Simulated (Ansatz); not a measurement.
```xyz
2
Lattice="0.1007 3.2841 3.2841 3.2841 0.1007 3.2841 3.2841 3.2841 0.1007" Properties=species:S:1:pos:R:3 pbc="T T T"
Sn     0.0187     0.0187     0.0187
Sn     1.6486     1.6486     1.6486
```

The numbers are results of r2SCAN with spin-orbit coupling, rigid bands (plane waves, PAW; Ansatz, a first-principles code), not measurements. Condition of this run: biaxial stress in (111) of 2.4 GPa (compression positive) (the target of the relaxation). Cell: cell and atoms relaxed with PBEsol, then loaded as said.

Task: Is this a good metal at this level?

Result: No. No gap is resolved, and few carriers conduct, as in a semimetal or a zero-gap semiconductor. N(E_F) = 0.089 states/eV a cell at 300 K and the Drude plasma energy along the best axis is 1.01 eV, several times under that of a simple or noble metal.
